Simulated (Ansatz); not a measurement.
Electronic density of states of amorphous B$_{12}$Te$_{40}$, density 5.86 g/cm³, on a 2×2×2 Γ-centred mesh with a Gaussian width of 0.1 eV; energies count from the Fermi level. Cell and mesh are small, so fine structure isn't converged. Computed with PBE, scalar-relativistic without spin-orbit coupling, PAW (Ansatz default set, large-core Te) (plane waves to 420 eV; Ansatz, a program for electronic structure). Sampling: a 2×2×2 Γ-centred mesh; Fermi-Dirac width 0.05 eV; no spin polarisation. The levels at the Fermi energy are partly filled. A closed spacing in one fast-quenched cell at PBE doesn't show the material to be a metal.

Preparation: random packing, a CHGNet melt and quench, and a DFT relaxation. The hot cell started wider than the set density and was brought back towards it in steps. It is the lowest in DFT energy of 2 quenches. It is a model cell: composition and starting density were chosen by hand, and all elements were melted together. No dispersion term was used. A short ab initio anneal came between quench and relaxation. Its density started from a set value of 5.86 and ended at 5.86 g/cm³. Cooling (nominally 120 K/ps over its main leg) ran many orders faster than in experiment, which tends to leave more defects and strain. One small periodic cell is one sample of the glass; other quenches scatter about these values. The volume was held where the preparation left it, at a PBE pressure of 1.4 GPa. Stress components on the final sampling reach 1.7 GPa. On a 2×2×2 Γ-centred mesh force components of up to 0.21 eV/Å stay, since the relaxation ran on one k-point at (1/4, 1/4, 1/4).

(E - EF (eV), states/(eV atom)): (-12.00, 0.36); (-11.90, 0.47); (-11.80, 0.51); (-11.70, 0.49); (-11.60, 0.43); (-11.50, 0.41); (-11.40, 0.34); (-11.30, 0.39); (-11.20, 0.47); (-11.10, 0.48); (-11.00, 0.41); (-10.90, 0.37); (-10.80, 0.43); (-10.70, 0.43); (-10.60, 0.43); (-10.50, 0.51); (-10.40, 0.52); (-10.30, 0.48); (-10.20, 0.50); (-10.10, 0.39); (-10.00, 0.28); (-9.90, 0.27); (-9.80, 0.31); (-9.70, 0.33); (-9.60, 0.24); (-9.50, 0.09); (-9.40, 0.01); (-9.30, 0.00); (-9.20, 0.00); (-9.10, 0.00); (-9.00, 0.00); (-8.90, 0.00); (-8.80, 0.00); (-8.70, 0.00); (-8.60, 0.00); (-8.50, 0.00); (-8.40, 0.00); (-8.30, 0.00); (-8.20, 0.00); (-8.10, 0.00); (-8.00, 0.00); (-7.90, 0.05); (-7.80, 0.17); (-7.70, 0.21); (-7.60, 0.24); (-7.50, 0.23); (-7.40, 0.19); (-7.30, 0.06); (-7.20, 0.01); (-7.10, 0.06); (-7.00, 0.18); (-6.90, 0.13); (-6.80, 0.07); (-6.70, 0.17); (-6.60, 0.18); (-6.50, 0.23); (-6.40, 0.29); (-6.30, 0.26); (-6.20, 0.20); (-6.10, 0.21); (-6.00, 0.25); (-5.90, 0.23); (-5.80, 0.19); (-5.70, 0.10); (-5.60, 0.21); (-5.50, 0.28); (-5.40, 0.37); (-5.30, 0.50); (-5.20, 0.52); (-5.10, 0.50); (-5.00, 0.52); (-4.90, 0.58); (-4.80, 0.60); (-4.70, 0.61); (-4.60, 0.64); (-4.50, 0.60); (-4.40, 0.59); (-4.30, 0.56); (-4.20, 0.57); (-4.10, 0.62); (-4.00, 0.60); (-3.90, 0.60); (-3.80, 0.62); (-3.70, 0.66); (-3.60, 0.67); (-3.50, 0.67); (-3.40, 0.66); (-3.30, 0.72); (-3.20, 0.69); (-3.10, 0.61); (-3.00, 0.67); (-2.90, 0.68); (-2.80, 0.60); (-2.70, 0.56); (-2.60, 0.59); (-2.50, 0.64); (-2.40, 0.66); (-2.30, 0.69); (-2.20, 0.66); (-2.10, 0.67); (-2.00, 0.70); (-1.90, 0.71); (-1.80, 0.66); (-1.70, 0.57); (-1.60, 0.61); (-1.50, 0.61); (-1.40, 0.65); (-1.30, 0.70); (-1.20, 0.70); (-1.10, 0.72); (-1.00, 0.68); (-0.90, 0.60); (-0.80, 0.57); (-0.70, 0.59); (-0.60, 0.59); (-0.50, 0.55); (-0.40, 0.49); (-0.30, 0.50); (-0.20, 0.47); (-0.10, 0.39); (0.00, 0.35); (0.10, 0.31); (0.20, 0.27); (0.30, 0.29); (0.40, 0.33); (0.50, 0.38); (0.60, 0.47); (0.70, 0.50); (0.80, 0.47); (0.90, 0.42); (1.00, 0.48); (1.10, 0.53); (1.20, 0.46); (1.30, 0.48); (1.40, 0.53); (1.50, 0.58); (1.60, 0.53); (1.70, 0.53); (1.80, 0.58); (1.90, 0.50)
